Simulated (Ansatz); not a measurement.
**C: pressure series**

The reference is C in the graphite type structure (space group P6_3/mmc, No. 194; a = 2.455 Å, c = 6.671 Å; layered, stacked along the Cartesian z axis).

Cell and atoms are relaxed at each pressure.

The values are results of Ansatz (a first-principles code) r2SCAN+rVV10, spin-orbit coupling left out, not measurements.

Candidates:
(a) pressure −2 GPa
(b) pressure 5 GPa
(c) pressure −1 GPa
(d) pressure 7.5 GPa

Base values:

| Item | Result |
|---|---|
| c/a ratio | 2.717 |

### Question
Order them by c/a ratio, lowest first.

### Answer
(d) pressure 7.5 GPa (2.470), (b) pressure 5 GPa (2.526), (c) pressure −1 GPa (2.792), (a) pressure −2 GPa (2.940)

A case with no gap was solved on a k-mesh chosen for an insulator, which is coarse for it. Load acts through the strain it causes; cell and atoms are relaxed under it. Stability against distortions was not tested. Competing high-pressure phases were not computed.
